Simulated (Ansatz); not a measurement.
This Ansatz (an electronic-structure program) input is the reference run, MgS in the rock salt structure (space group Fm-3m, No. 225), computed with LDA, PAW, 420 eV (Ansatz; no SOC):

Ansatz 0.2 input:
```yaml
crystal:
  lattice:
    - [0, 2.5646156814, 2.5646156814]
    - [2.5646156814, 0, 2.5646156814]
    - [2.5646156814, 2.5646156814, 0]
  atoms:
    - { symbol: Mg, position: [0, 0, 0] }
    - { symbol: S, position: [0.5, 0.5, 0.5] }
basis: { ecutwfc: 420, ecutrho_ratio: 4, xc_grid: 2, fft_grid_basis: typed }
kpoints: { mp_grid: { grid: [11, 11, 11] } }
hamiltonian:
  xc: lda
  dispersion: none
  pseudopotentials: { kind: paw }
scf: { occupations: { method: fermi_dirac, width: 0.05 }, convergence: { dr2_threshold: 0.0000000002 } }
output: { forces: true, stress: true }
checkpoint: { write: state.ck, write_every: 1000 }
```

Task: Write the input for this change: an isotropic linear strain of +1.50 %; the atoms relax in the strained cell.

Result: 
Ansatz 0.2 input:
```yaml
crystal:
  lattice:
    - [0, 2.6030849166, 2.6030849166]
    - [2.6030849166, 0, 2.6030849166]
    - [2.6030849166, 2.6030849166, 0]
  atoms:
    - { symbol: Mg, position: [0, 0, 0] }
    - { symbol: S, position: [0.5, 0.5, 0.5] }
basis: { ecutwfc: 420, ecutrho_ratio: 4, xc_grid: 2, fft_grid_basis: typed }
kpoints: { mp_grid: { grid: [11, 11, 11] } }
hamiltonian:
  xc: lda
  dispersion: none
  pseudopotentials: { kind: paw }
scf: { occupations: { method: fermi_dirac, width: 0.05 }, convergence: { dr2_threshold: 0.0000000002 } }
relax: { f_tol: 0.005, max_steps: 50 }
output: { forces: true, stress: true }
checkpoint: { write: state.ck, write_every: 1000 }
```
This is the input that was run.

No phonon test of stability was made.
